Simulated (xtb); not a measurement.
xtb 6.7.1, GFN2-xTB: W(Cl)4(SiH3)2 ([SiH3][W]([SiH3])([Cl])([Cl])([Cl])[Cl]), 13 atoms. The geometry is a generated start, not checked to be a minimum at this level.

```
Quantity                                                                                                        Value
------------------------  -------------------------------------------------------------------------------------------
method                                                                                                       GFN2-xTB
--acc                                                                                                     1 (default)
--etemp (K)                                                                                             300 (default)
detailed input (--input)  none: ANC optimiser, Lindh (1995) Hessian, microcycle=20, maxdispl=1.0, hlow=0.01 (default)
basis functions                                                                                                    76
valence electrons                                                                                                  48
```

```xyz
13

W      0.1233     1.1447    -0.1134
Cl    -1.3351     2.1227    -1.7176
Cl     1.7823     2.0979     1.2992
Cl     1.6452     1.1526    -1.6958
Cl    -1.3279     1.7763     1.4069
Si    -1.3386    -0.6483    -1.1081
H     -2.7991    -0.4333    -1.2257
H     -1.2998    -1.9610    -0.4170
H     -1.0014    -1.0158    -2.5076
Si     1.1993    -0.6891     1.2388
H      2.6692    -0.7405     1.4067
H      0.9219    -2.0713     0.7752
H      0.7606    -0.7348     2.6584
```

Charge 0 and multiplicity 1 are set for this test and not shown to be the ground state.

The structure is relaxed from this start with --opt LEVEL for the levels crude, sloppy, loose, lax, normal, tight, vtight, extreme, once each. Up to the end of the extreme run atoms move by at most 0.46 Å along an axis.

Question: Which level is enough to come within 1 meV of the tightest end point?

Answer: tight: 39 cycles against 55, ending 0.023 meV above.

```csv
level,cycles,energy above the extreme run (meV),gradient norm (eV/Å)
crude,1,42,0.10
sloppy,1,42,0.10
loose,1,42,0.10
lax,1,42,0.10
normal,20,11,0.12
tight,39,0.023,0.0069
vtight,45,under 0.01,0.0030
extreme,55,—,0.0016
```
